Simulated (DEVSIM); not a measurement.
System: Schottky contact on p-type GaSb, at 250 K.

Layer 1 from the left is GaSb, thickness (μm) 2.00, Na (cm⁻³) 5.2e16, τn (s) 2.2e-9, τp (s) 2.2e-9.

Left contact: Schottky, work function 4.446 eV, emission velocity 5.8e6 cm/s. Right contact: ohmic. Voltage is applied to the left contact. Recombination: SRH at mid-gap, Auger. Mobility is μmin + (μ − μmin)/(1 + (N/Nref)^α).

Constants are typed, rounded textbook-type inputs, not results; the design itself was drawn at random and stands for no fabricated device. Values at 300 K; Nc and Nv go as T^1.5, mobilities as T to minus their exponent, the gap by Varshni's rule with the affinity fixed.

GaSb: gap (eV) 0.726, affinity (eV) 4.06, permittivity 15.7, Nc (cm⁻³) 2.1e17, Nv (cm⁻³) 1.8e19, μn (cm²/Vs) 5000, μp (cm²/Vs) 850, μn,min 1000, μp,min 190, Nref,n 2.8e17, Nref,p 9e17, αn 1.05, αp 0.65, T exponent of μn 2, T exponent of μp 1.7, Cn (cm⁶/s) 5e-30, Cp (cm⁶/s) 5e-30, Varshni α (eV/K) 0.00042, Varshni β (K) 140.

### Question
Estimate by hand the built-in potential, the peak field at zero bias, the capacitance at 0.3 V, and compare with a numerical solution.

### Answer

- Built-in potential: barrier φB = 0.359 eV; Vbi = φB − kT/q ln(N_band/N) = 0.239 V; numerical 0.239 V.
- Peak field at zero bias: depletion approximation: W = √(2εVbi/(qN)) = 0.0892 μm with N = 5.20e16 cm⁻³; field = 2Vbi/W = 53500 V/cm; numerical 50700 V/cm (estimate above by 5.5 %).
- Capacitance at 0.3 V: C = √(qεN / 2(Vbi + |V|)) = 104 nF/cm²; numerical 106 nF/cm² (estimate below by 2.1 %).

Model (solved in DEVSIM): 1D drift-diffusion, Boltzmann statistics, complete ionisation; no tunnelling, impact ionisation, image-force lowering or self-heating. Metal contacts follow the ideal Schottky-Mott rule: no Fermi-level pinning, no interface dipoles.
